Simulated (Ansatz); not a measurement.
For BN (model structure, P6₂22, No. 180, 6 atoms in the cell), LDA (Ansatz, a quantum-chemistry and plane-wave program, PAW) gives:

equilibrium lattice constant a: 2.578 Å
c axis length: 5.756 Å
bulk modulus: 408 GPa
cohesive energy: 7.13 eV/atom
band gap: 3.65 eV

Task: What does r²SCAN (plane waves, PAW; Ansatz) give for the same quantities?

Result: 
- lattice constant a: 2.600 Å (grows by 0.9 %)
- lattice parameter c: 5.821 Å (increases by 1.1 %)
- bulk modulus: 391 GPa (decreases by 4.2 %)
- cohesive energy: 5.82 eV/atom (decreases by 1.31 eV/atom)
- band gap: 4.24 eV (grows by 0.59 eV)

Changes are worked out from the printed values.

Unless a cell is named, each level is at its own relaxed cell (LDA 5.52, r²SCAN 5.68 Å³/atom).

Density-functional gaps are differences of (generalised) Kohn–Sham levels.

Caveats: the bulk modulus is −V dP/dV from two relaxed cells at ±2 % in volume (LDA, r²SCAN). Ansatz's density-functional and Hartree–Fock values are scalar-relativistic unless marked +SOC, with PAW data made under PBE.

A model structure was made by putting elements into a prototype or built by hand; it is no filed structure, need not be a known phase, and can be a saddle point held by its symmetry.
